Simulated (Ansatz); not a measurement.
Take BP in the zinc blende structure (space group F-43m, No. 216; a = 4.491 Å) as the base.

Structures relaxed with Kohn–Sham DFT with the LDA functional, run in Ansatz (a quantum-chemistry and plane-wave program) with PAW and 420 eV plane waves, spin-orbit coupling left out.

Base:

Simulated powder pattern, Cu Kα, λ = 1.54184 Å (kinematic, ideal powder, no thermal factors, no anomalous dispersion; the 8 strongest lines at most, above 2 %, up to 2θ = 90°):

```csv
2θ (°),I/Imax (%),hkl
34.60,100,(111)
40.16,25,(200)
58.10,42,(220)
69.42,35,(311)
72.98,5.8,(222)
86.74,7.2,(400)
```

After one change:

Simulated powder pattern, Cu Kα, λ = 1.54184 Å (kinematic, ideal powder, no thermal factors, no anomalous dispersion; the 8 strongest lines at most, above 2 %, up to 2θ = 90°):

| 2θ (°) | I/Imax (%) |
|---|---|
| 34.07 | 100 |
| 39.54 | 25 |
| 57.16 | 43 |
| 68.25 | 35 |
| 71.74 | 5.8 |
| 85.15 | 7.1 |

Q: Which of these changes matches the shifts?
A. isotropic strain −1.00 %
B. isotropic strain −0.50 %
C. isotropic strain +3.00 %
D. isotropic strain +1.50 %

A: D, isotropic strain +1.50 %. Its volume per atom is 11.84 Å³ against 11.32 Å³, and its space group is F-43m (No. 216).

Stability against distortions was not tested.
